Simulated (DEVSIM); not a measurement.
Device: abrupt In0.53Ga0.47As p-n junction, at 400 K.

```tsv
layer (left to right)	material	thickness (μm)	Nd (cm⁻³)	Na (cm⁻³)	τn (s)	τp (s)
1	In0.53Ga0.47As	85.0	-	1.4e16	4e-10	4e-10
2	In0.53Ga0.47As	140	6.3e16	-	4e-10	4e-10
```

Left contact: ohmic. Right contact: ohmic. Voltage is applied to the left contact. Recombination: SRH at mid-gap, radiative, Auger. Mobility is constant in doping.

Constants are typed, rounded textbook-type inputs, not results; the design itself was drawn at random and stands for no fabricated device. Values at 300 K; Nc and Nv go as T^1.5, mobilities as T to minus their exponent, the gap by Varshni's rule with the affinity fixed.

| parameter | In0.53Ga0.47As |
|---|---|
| gap (eV) | 0.74 |
| affinity (eV) | 4.51 |
| permittivity | 13.9 |
| Nc (cm⁻³) | 2.1e17 |
| Nv (cm⁻³) | 7.7e18 |
| μn (cm²/Vs) | 12000 |
| μp (cm²/Vs) | 300 |
| T exponent of μn | 1.6 |
| T exponent of μp | 1.6 |
| B (cm³/s) | 9.6e-11 |
| Cn (cm⁶/s) | 5e-29 |
| Cp (cm⁶/s) | 5e-29 |
| Varshni α (eV/K) | 0.00035 |
| Varshni β (K) | 190 |

DEVSIM, 1D drift-diffusion, Boltzmann statistics, complete ionisation; no tunnelling, impact ionisation, image-force lowering or self-heating.

The thickness of layer 1 was swept, all else fixed.

| thickness of layer 1 (μm) | dark forward voltage at 1 A/cm² (V) |
|---|---|
| 17 | 0.103 |
| 30 | 0.107 |
| 51 | 0.112 |
| 85 | 0.121 |
| 140 | 0.134 |
| 260 | 0.161 |
| 420 | 0.198 |

From the first row to the last the dark forward voltage at 1 A/cm² goes from 0.103 to 0.198.
